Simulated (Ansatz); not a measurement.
Pressure series in SrO

The parent structure is SrO in the rock salt structure (space group Fm-3m, No. 225).

```
CELL_PARAMETERS angstrom
      0.00000     2.56121     2.56121
      2.56121     0.00000     2.56121
      2.56121     2.56121     0.00000
ATOMIC_POSITIONS crystal
  Sr 0.00000 0.00000 0.00000
  O  0.50000 0.50000 0.50000
```

Cell and atoms are relaxed at each pressure.

Method: plane-wave PAW DFT at the PBEsol level (Ansatz, a quantum-chemistry and plane-wave program, 420 eV), scalar-relativistic without spin-orbit coupling.

Only one of these has a direct gap. Which?
(A) pressure 7.5 GPa
(B) pressure 10 GPa
(C) pressure 0.7 GPa
(D) pressure 0.3 GPa
(E) pressure −1 GPa

B, pressure 10 GPa. Computed: pressure −1 GPa: indirect, Γ → X; pressure 0.3 GPa: indirect, Γ → X; pressure 7.5 GPa: indirect, Γ → X; pressure 0.7 GPa: indirect, Γ → X; pressure 10 GPa: direct at X

Load acts through the strain it causes; cell and atoms are relaxed under it. No phonon test of stability was made. Competing high-pressure phases were not computed.
